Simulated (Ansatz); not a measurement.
**A computed series for GaN: pressure series**

The parent structure is GaN in the rock salt structure (space group Fm-3m, No. 225; a = 4.2195 Å).

Cell and atoms are relaxed at each pressure.

Level of theory: PBEsol (Ansatz, a quantum-chemistry and plane-wave program, PAW, no SOC).

Candidates:
(a) pressure 1.5 GPa
(b) pressure 0.7 GPa
(c) pressure −1 GPa
(d) pressure 0.3 GPa

For the base:

- Smallest direct gap: 2.80 eV

Order them by smallest direct gap, highest first.

(a) pressure 1.5 GPa (2.88 eV), (b) pressure 0.7 GPa (2.84 eV), (d) pressure 0.3 GPa (2.82 eV), (c) pressure −1 GPa (2.75 eV)

Load acts through the strain it causes; cell and atoms are relaxed under it. Stability against distortions was not tested. This is not the structure that GaN has at room temperature and ambient pressure.
